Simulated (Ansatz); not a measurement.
**A computed series for BaTiO3: element substitutions**

Take BaTiO₃ in the cubic perovskite structure (space group Pm-3m, No. 221; a = 3.994 Å) as the base.

Each row replaces one element on all its sites; cell and atoms are relaxed.

The values are results of Ansatz (a program for electronic structure), r2SCAN, PAW, cutoff 500 eV, spin-orbit coupling left out, not measurements.

**Question.** Only one of these has no band gap. Which?
(A) Ti → Sc
(B) Ti → Zr
(C) Ti → Hf

**Answer.** A, Ti → Sc. Computed: Ti → Sc: zero; Ti → Zr: 3.73 eV; Ti → Hf: 4.19 eV

Other magnetic orders, which the real material may have, were not ruled out. Spin-orbit coupling, missing from the scalar runs, can matter with Hf. No phonon test of stability was made. For BaScO3 in this form, whether it has been made was not checked. Spin-polarised in the final run: BaScO3; the other runs are not. Many cubic perovskites are stable only at high temperature; tilts and polar distortions were not tested. This is not the structure that BaTiO3 has at room temperature and ambient pressure.
